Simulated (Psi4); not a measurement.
Psi4 1.11, unrestricted BP86/def2-svp: [N]=C=O, charge 0, multiplicity 2, 3 atoms. The geometry is a generated start, not checked to be a minimum at this level.

```
Property                                             Value
--------------------------  ------------------------------
task                                                energy
method                                                bp86
basis                                             def2-svp
memory                                                3 GB
maxiter                                                100
keys of the molecule block                     symmetry c1
scf_type                                      df (default)
guess                       auto, which took SAD (default)
scf_initial_accelerator                    adiis (default)
e_convergence                              1e-06 (default)
d_convergence                              1e-06 (default)
dft_radial_points                             75 (default)
dft_spherical_points                         302 (default)
basis functions                                         42
grid points                                          64303
```

```xyz
3

N      1.1860     0.0508     0.0174
C     -0.0128     0.0047     0.0000
O     -1.1732    -0.0554    -0.0174
```

Charge 0 and multiplicity 2 are set for this test and not shown to be the ground state.

One run each on 2 threads. Values of diis_max_vecs tried: 3, 6, 10 (default), 20.

**Question.** Predict the course of the SCF iterations along this series.

**Answer.** Fewest SCF iterations, within one of each other: 6 with 9, 10 (default) with 9, 20 with 9. The count rises to 17 at 3. All converge to one solution.

| diis_max_vecs | SCF iterations | end |
|---|---|---|
| 3 | 17 | same solution |
| 6 | 9 | same solution |
| 10 (default) | 9 | same solution |
| 20 | 9 | same solution |
